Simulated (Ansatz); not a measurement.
## C (model structure, Ibam, No. 72, 6 atoms in the cell)

Computed with LDA in Ansatz (PAW).

Numerical settings: plane-wave cutoff 520 eV, 16×16×10 k mesh (along the axes of the cell as run), Fermi–Dirac smearing 0.01 eV, scalar-relativistic PAW data made under PBE.

Cell (relaxed at this level):

```yaml
crystal:
  lattice:
    - [3.58611, -1.31417, -0.05693]
    - [3.58611, 1.31417, -0.05693]
    - [-2.91790, 0.00000, 3.58070]
  atoms:
    - { symbol: C, position: [0.34694, 0.99351, 0.67023] }
    - { symbol: C, position: [0.65306, 0.00649, 0.32977] }
    - { symbol: C, position: [0.00649, 0.65306, 0.82977] }
    - { symbol: C, position: [0.99351, 0.34694, 0.17023] }
    - { symbol: C, position: [0.00000, 0.00000, 0.25000] }
    - { symbol: C, position: [0.00000, 0.00000, 0.75000] }
```

```
Property                               Value
---------------  ---------------------------
band gap         2.73 eV (on the SCF k mesh)
direct gap at Γ                      5.88 eV
```

Note: the relaxation could raise the start's symmetry but not lower it, so the cell can be a saddle point.

Static lattice: no zero-point or thermal effects.

It cost very roughly 2.8 core-minutes of CPU time.

A model structure was made by putting elements into a prototype or built by hand; it is no filed structure, need not be a known phase, and can be a saddle point held by its symmetry.

Ansatz is an electronic-structure program.
